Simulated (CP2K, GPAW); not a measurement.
A CP2K input for a self-consistent single point of MgGeAs2 (I-42d, 8 atoms in the cell) (DFT LDA (Pade form), GPW, DZVP-MOLOPT-SR-GTH basis, GTH-PADE potentials (GTH_POTENTIALS)):

```
&GLOBAL
  PROJECT mggeas2
  RUN_TYPE ENERGY_FORCE
  PRINT_LEVEL MEDIUM
&END GLOBAL
&FORCE_EVAL
  METHOD Quickstep
  STRESS_TENSOR ANALYTICAL
  &DFT
    BASIS_SET_FILE_NAME BASIS_MOLOPT
    POTENTIAL_FILE_NAME GTH_POTENTIALS
    &QS
      METHOD GPW
      EPS_DEFAULT 1E-11
    &END QS
    &MGRID
      CUTOFF 1000
      REL_CUTOFF 40
      NGRIDS 5
    &END MGRID
    &SCF
      SCF_GUESS ATOMIC
      EPS_SCF 1E-7
      MAX_SCF 100
      ADDED_MOS 9
      &DIAGONALIZATION
        ALGORITHM STANDARD
      &END DIAGONALIZATION
      &MIXING
        METHOD BROYDEN_MIXING
        ALPHA 0.3
        NBUFFER 8
      &END MIXING
      &SMEAR ON
        METHOD FERMI_DIRAC
        ELECTRONIC_TEMPERATURE [K] 580.23
      &END SMEAR
    &END SCF
    &KPOINTS
      SCHEME MONKHORST-PACK 3 3 3
    &END KPOINTS
    &XC
      &XC_FUNCTIONAL PADE
      &END XC_FUNCTIONAL
    &END XC
    &PRINT
      &MO
        EIGENVALUES T
        OCCUPATION_NUMBERS T
        NDIGITS 8
        FILENAME mo
        &EACH
          QS_SCF 0
        &END EACH
        ADD_LAST NUMERIC
      &END MO
      &MULLIKEN ON
      &END MULLIKEN
    &END PRINT
  &END DFT
  &SUBSYS
    &CELL
      A 6.83146500 0.00000000 0.00000000
      B 1.83934400 6.57918900 0.00000000
      C -4.33540400 -3.28959400 4.12937600
      PERIODIC XYZ
    &END CELL
    &COORD
      SCALED
      Mg       0.75000000     0.25000000     0.50000000
      Mg       0.00000000     0.00000000     0.00000000
      Ge       0.50000000     0.50000000     0.00000000
      Ge       0.25000000     0.75000000     0.50000000
      As       0.87500000     0.39990000     0.02490000
      As       0.60010000     0.62500000     0.47510000
      As       0.37500000     0.85010000     0.97510000
      As       0.14990000     0.12500000     0.52490000
    &END COORD
    &KIND Mg
      BASIS_SET DZVP-MOLOPT-SR-GTH
      POTENTIAL GTH-PADE-q10
    &END KIND
    &KIND Ge
      BASIS_SET DZVP-MOLOPT-SR-GTH
      POTENTIAL GTH-PADE-q4
    &END KIND
    &KIND As
      BASIS_SET DZVP-MOLOPT-SR-GTH
      POTENTIAL GTH-PADE-q5
    &END KIND
  &END SUBSYS
  &PRINT
    &FORCES ON
    &END FORCES
    &STRESS_TENSOR ON
    &END STRESS_TENSOR
  &END PRINT
&END FORCE_EVAL
```

Q: Give the GPAW input for the same structure, mesh, smearing and functional.

A: One input that does it (others would too):

```python
from ase import Atoms
from ase.units import GPa
from gpaw import GPAW, PW, FermiDirac

atoms = Atoms(['Mg', 'Mg', 'Ge', 'Ge', 'As', 'As', 'As', 'As'],
              cell=[[-2.919910, 2.919910, 5.442165],
                    [2.919910, -2.919910, 5.442165],
                    [2.919910, 2.919910, -5.442165]],
              scaled_positions=[[0.750000, 0.250000, 0.500000],
                                [0.000000, 0.000000, 0.000000],
                                [0.500000, 0.500000, 0.000000],
                                [0.250000, 0.750000, 0.500000],
                                [0.875000, 0.399900, 0.024900],
                                [0.600100, 0.625000, 0.475100],
                                [0.375000, 0.850100, 0.975100],
                                [0.149900, 0.125000, 0.524900]],
              pbc=True)

calc = GPAW(mode=PW(800),
            xc='LDA',
            kpts=(3, 3, 3),
            occupations=FermiDirac(0.05),
            nbands=-8,
            convergence={'forces': 0.001, 'bands': -6},
            symmetry={'symmorphic': False, 'tolerance': 0.0005},
            maxiter=150)

atoms.calc = calc

energy = atoms.get_potential_energy()
print('Energy (eV):', round(energy, 6))
forces = atoms.get_forces()
print('Forces (eV/Ang):')
print(forces.round(5))
stress = atoms.get_stress()
print('Stress (GPa, Voigt):', (stress / GPa).round(4))
```

Basis settings and potentials, where a program has them, do not carry over. This input uses DFT LDA (Perdew-Wang 92), plane waves, GPAW PAW datasets LDA (gpaw-data 1.0.1). LDA parametrisations can differ slightly between programs.

The starting cell comes from a database of computed structures (which also holds hypothetical and non-ambient phases and stackings), without a prior relaxation at this level. For this run, on top of that: lattice scaled by 0.98.
